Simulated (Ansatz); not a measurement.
Ag (Fm-3m), LDA, DFPT electron-phonon coupling, linearised Boltzmann equation (Ansatz, an electronic-structure program): Condition of this run: functional LDA. phonon-limited resistivity 1.56 μΩ·cm at 300 K, 2.10 μΩ·cm at 400 K, current-weighted mean free path 54 nm, Drude plasma energy 9.36 eV.

**Question.** What Drude relaxation time do resistivity and plasma energy imply?

**Answer.** ω_p = 1.42e16 s⁻¹, so τ = 1/(ε₀ ω_p² ρ) = 35.8 fs, a damping ħ/τ of 18.4 meV.

**Question.** What is the classical skin depth at 100 GHz (nonmagnetic, μ₀ = 1.257×10⁻⁶ H/m)?

**Answer.** δ = √(ρ/(π f μ₀)) = 199 nm.

**Question.** What temperature coefficient of resistance follows, and how does it compare with 1/T?

**Answer.** (ρ₄₀₀ − ρ₃₀₀)/(100 K × ρ₃₀₀) = 3.46×10⁻³ K⁻¹, against 1/T = 3.33×10⁻³ K⁻¹ for a resistivity proportional to T. It lies higher because phonons are still being populated at 300 K; impurities would add a constant and lower it.

A metal at this level (no band gap). Only scattering by harmonic phonons is included (no impurities, grain boundaries, electron-electron scattering or thermal expansion). Spin-orbit coupling is left out. Halving the electron mesh (36x36x36) moves the resistivity by up to 1 % at 300 K, the mean free path by up to 3 %. Smearing 0.20 eV; phonons on a 6x6x6 q mesh, which this run doesn't test.
